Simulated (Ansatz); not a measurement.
What pressure 7 GPa does to CsSnBr3

Take CsSnBr3 in the cubic perovskite structure (space group Pm-3m, No. 221; a = 5.7645 Å) as the base.

Modification: a hydrostatic pressure of 7 GPa.

Method: PBEsol (Ansatz, an electronic-structure program, PAW, no SOC). Γ-centred 6×6×6 mesh, Fermi–Dirac width 0.05 eV.

The volume per atom falls by 6.90 Å³, from 38.31 Å³ to 31.41 Å³ and the density rises by 0.94 g/cm³, from 4.26 g/cm³ to 5.20 g/cm³. The shortest interatomic distance shrinks by 0.1847 Å, from 2.882 Å to 2.698 Å and the enthalpy H = E + PV relative to the base's energy is +1.50 eV/atom. The band gap goes from 0.22 eV to zero.

Cost of the whole job for the changed cell (relaxation, final SCF and bands): roughly 90 core-seconds.

Load acts through the strain it causes; cell and atoms are relaxed under it. Whether these cells are dynamically stable was not tested. Competing high-pressure phases were not computed. All final runs are without spin polarisation. Many cubic perovskites are stable only at high temperature; tilts and polar distortions were not tested. A zero or small gap of CsSnBr3 can be the functional's error rather than a property of the material.
